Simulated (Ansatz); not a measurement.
The parent structure is TaC in the rock salt structure (space group Fm-3m, No. 225).

```
CELL_PARAMETERS angstrom
      0.00000     2.22002     2.22002
      2.22002     0.00000     2.22002
      2.22002     2.22002     0.00000
ATOMIC_POSITIONS crystal
  C  0.00000 0.00000 0.00000
  Ta 0.50000 0.50000 0.50000
```

Computed with PBEsol/PAW in Ansatz (a program for electronic structure), no spin-orbit coupling.

One change was made to it. Results:

The shortest interatomic distance decreases by 0.004 Å (2.220 Å → 2.216 Å); the density grows by 0.09 g/cm³ to 14.73 g/cm³.

**Question.** What was done to the base?
A. pressure 15 GPa
B. pressure 30 GPa
C. pressure 2.1 GPa

**Answer.** C, pressure 2.1 GPa. For comparison, the shortest interatomic distance in the other runs: pressure 15 GPa gives 2.191 Å; pressure 30 GPa gives 2.165 Å.

Load acts through the strain it causes; cell and atoms are relaxed under it. Whether these cells are dynamically stable was not tested. Competing high-pressure phases were not computed. The final runs are not spin-polarised. An odd electron count without spin: TaC.
